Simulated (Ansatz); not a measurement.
Take La2O3 (space group P-3m1, No. 164; a = 3.935 Å, c = 6.126 Å) as the base.

Structures relaxed with r2SCAN (Ansatz, an electronic-structure program, PAW, no spin-orbit coupling).

Base:

Simulated powder pattern, Co Kα, λ = 1.79026 Å (kinematic, ideal powder, no thermal factors, no anomalous dispersion; the 8 strongest lines at most, above 2 %, up to 2θ = 90°):

| 2θ (°) | I/Imax (%) | hkl |
|---|---|---|
| 30.45 | 29 | (100) |
| 33.98 | 28 | (002) |
| 34.98 | 100 | (011) |
| 46.27 | 27 | (012) |
| 54.12 | 33 | (110) |
| 61.46 | 27 | (103) |
| 65.46 | 26 | (112) |
| 66.08 | 17 | (201) |

Modification: cell and atoms relaxed at a pressure of 22.5 GPa.

Q: Predict the new powder pattern.

A: 
Simulated powder pattern, Co Kα, λ = 1.79026 Å (kinematic, ideal powder, no thermal factors, no anomalous dispersion; the 8 strongest lines at most, above 2 %, up to 2θ = 90°):

| 2θ (°) | d (Å) | I/Imax (%) | hkl |
|---|---|---|---|
| 31.11 | 3.338 | 32 | (100) |
| 36.55 | 2.854 | 100 | (011) |
| 37.95 | 2.753 | 24 | (002) |
| 49.86 | 2.124 | 28 | (012) |
| 55.35 | 1.927 | 36 | (110) |
| 67.64 | 1.608 | 21 | (103) |
| 68.17 | 1.597 | 18 | (201) |
| 69.08 | 1.579 | 25 | (112) |

The indices refer to the base's conventional cell; one index is shown for lines that coincide.

Load acts through the strain it causes; cell and atoms are relaxed under it. Stability against distortions was not tested. Competing high-pressure phases were not computed.
